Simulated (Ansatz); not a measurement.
Consider Sb (space group I4_132, No. 214; a hypothetical phase, not in the database extracts checked; relaxed with 0.1 eV smearing).

```yaml
crystal:
  lattice:
    - [-3.99112, 3.99112, 3.99112]
    - [3.99112, -3.99112, 3.99112]
    - [3.99112, 3.99112, -3.99112]
  atoms:
    - { symbol: Sb, position: [0.00000, 0.25000, 0.50000] }
    - { symbol: Sb, position: [0.25000, 0.50000, 0.00000] }
    - { symbol: Sb, position: [0.50000, 0.00000, 0.25000] }
    - { symbol: Sb, position: [0.25000, 0.25000, 0.25000] }
```

Cartesian axes are those of the cell as printed.

All numbers come from PBEsol (Ansatz, a program for electronic structure; PAW; 420 eV plane waves; no SOC).

Base values:

| Quantity | Result |
|---|---|
| Volume per atom | 63.57 Å³ |

Perturbation: uniaxial stress, 1 GPa compression along z; all other stress components relax to zero.

Question: What does the calculation give for the energy relative to the base after the change?

Answer: The energy drops by 0.478 eV/atom.

Question: What does the calculation give for the volume per atom after the change?

Answer: The volume per atom falls by 24.16 Å³ to 39.41 Å³.

Load acts through the strain it causes; cell and atoms are relaxed under it. Beyond what the load breaks, stability against distortions was not tested. Under uniaxial stress, 1 GPa compression along z the cell changed shape so far that it is another structure.
